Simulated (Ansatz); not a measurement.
Consider ZrB2 (space group P6/mmm, No. 191; a = 3.1714 Å, c = 3.5418 Å; relaxed with 0.1 eV smearing). Axes: x lies along a and z along c of the hexagonal cell.

Calculations: Ansatz (an electronic-structure program), PBE, PAW, cutoff 420 eV, no spin-orbit coupling.

For the base:

Pressure: 0.0 GPa
Band gap: zero
Volume per atom: 10.28 Å³

It is then changed as follows: tensile biaxial strain of 0.50 % in the plane normal to [001], as in epitaxy on a mismatched substrate; the out-of-plane cell vector and the atoms relax.

### Question
How does this affect the pressure?

### Answer
The pressure (mean of the normal stresses, compression positive) goes from zero to -1.8 GPa.

### Question
What does the calculation give for the band gap after the change?

### Answer
The band gap remains zero.

### Question
What does the calculation give for the volume per atom after the change?

### Answer
The volume per atom rises by 0.074 Å³ to 10.36 Å³.

No phonon test of stability was made. All final runs are without spin polarisation.
